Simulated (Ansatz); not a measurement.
The starting structures come from a database of crystals and need not be the phases stable at ambient conditions.

 Where the default PAW files enter, the runs use the earlier of Ansatz's two default sets.

Inside the gap of an insulator the Bloch states are evanescent, with a wavenumber k + iκ along the transport direction.

Here is the system:

```yaml
crystal:
  lattice:
    - [3.99356, 0.00000, 0.00000]
    - [-1.99678, 7.30269, 0.00000]
    - [0.00000, 0.00000, 5.68747]
  atoms:
    - { symbol: Sr, position: [0.34254, 0.68508, 0.04460] }
    - { symbol: Sr, position: [0.65746, 0.31492, 0.54460] }
    - { symbol: Mg, position: [0.91551, 0.83102, 0.59536] }
    - { symbol: Mg, position: [0.08449, 0.16898, 0.09536] }
    - { symbol: F, position: [0.83827, 0.67654, 0.31016] }
    - { symbol: F, position: [0.16173, 0.32346, 0.81016] }
    - { symbol: F, position: [0.03426, 0.06852, 0.43052] }
    - { symbol: F, position: [0.96574, 0.93148, 0.93052] }
    - { symbol: F, position: [0.79802, 0.59604, 0.78907] }
    - { symbol: F, position: [0.20198, 0.40396, 0.28907] }
    - { symbol: F, position: [0.41612, 0.83224, 0.61328] }
    - { symbol: F, position: [0.58388, 0.16776, 0.11328] }
```

Space group of this cell: Cmc2_1. The cell is taken as given; by r2SCAN its mean pressure is -3.2 GPa.

Transport runs along the normal of the first two printed cell vectors.

The gap is the functional's own. No spin-orbit coupling. Mid-gap values are interpolated on the energy grid.

Question: State the band gap and the smallest decay constant κ at mid-gap according to r2SCAN in Ansatz (a program for electronic structure).

Answer: Gap 7.53 eV on a 8×8×6 mesh; κ = 0.549 1/Å, at the zone centre.
